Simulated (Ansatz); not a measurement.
## Effect of uniaxial strain ε_zz = −3.00 % on ZnS

The parent structure is ZnS in the zinc blende structure (space group F-43m, No. 216; a = 5.297 Å). Axes: x, y, z lie along the cube axes.

One thing is altered: uniaxial strain ε_zz = −3.00 %, all other strain components held at zero, atoms relaxed at fixed cell.

Calculations: LDA (Ansatz, a first-principles code), without spin-orbit coupling. Settings: 11×11×11 k-points, 0.05 eV Fermi–Dirac smearing.

| quantity | base | changed | shift |
|---|---|---|---|
| space group | F-43m (No. 216) | I-4m2 (No. 119) | – |
| shortest interatomic distance | 2.294 Å | 2.271 Å | -0.023 Å |
| energy relative to the base (free energy F) | 0 meV/atom | +6.2 meV/atom | +6.2 meV/atom |
| pressure (mean of the normal stresses, compression positive) | -0.01 GPa | 2.78 GPa | +2.79 GPa |
| band gap | 2.13 eV | 2.19 eV | +0.06 eV |
| gap character | direct at Γ | direct at Γ | – |
| electron mass | 0.17 mₑ (at Γ) | 0.17 mₑ (at Γ) | – |
| valence-band top at Γ (three highest levels, from the VBM) | 0.00, 0.00, 0.00 eV | 0.00, -0.11, -0.11 eV | – |
| stress (xx, yy, zz, yz, xz, xy; compression positive) | – | (2.36, 2.36, 3.62, 0.00, 0.00, 0.00) GPa | – |

Final structure:

```yaml
crystal:
  lattice:
    - [0.00000, 2.64841, 2.56896]
    - [2.64841, 0.00000, 2.56896]
    - [2.64841, 2.64841, 0.00000]
  atoms:
    - { symbol: Zn, position: [0.00000, 0.00000, 0.00000] }
    - { symbol: S, position: [0.75000, 0.75000, 0.75000] }
```

Masses are band curvatures over ±0.01 Å⁻¹ around the edge. Whether these cells are dynamically stable was not tested. k-point labels follow each cell's own Brillouin zone.
